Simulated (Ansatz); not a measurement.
## GaAs: pressure series

Take GaAs in the zinc blende structure (space group F-43m, No. 216; a = 5.746 Å) as the base.

Cell and atoms are relaxed at each pressure.

Level of theory: DFT with PBE, PAW potentials and a 420 eV plane-wave cutoff in Ansatz (a quantum-chemistry and plane-wave program), no SOC, earlier PAW set.

Candidates:
(a) pressure 30 GPa
(b) pressure −1 GPa
(c) pressure 1.8 GPa
(d) pressure 45 GPa

Before the change:

* **Band gap**: 0.16 eV

**Question.** Order them by band gap, lowest first.

**Answer.** (b) pressure −1 GPa (zero), (c) pressure 1.8 GPa (0.37 eV), (d) pressure 45 GPa (0.76 eV), (a) pressure 30 GPa (0.97 eV)

Load acts through the strain it causes; cell and atoms are relaxed under it. Whether these cells are dynamically stable was not tested. The final runs are not spin-polarised. Measured, GaAs leaves this structure (for a Cmcm phase) near 15 GPa (room temperature; as listed in arXiv:1906.07825). Gaps under 0.05 eV, about the width of the smearing, are given as zero. The zero or small gap of GaAs can change with the level of theory.
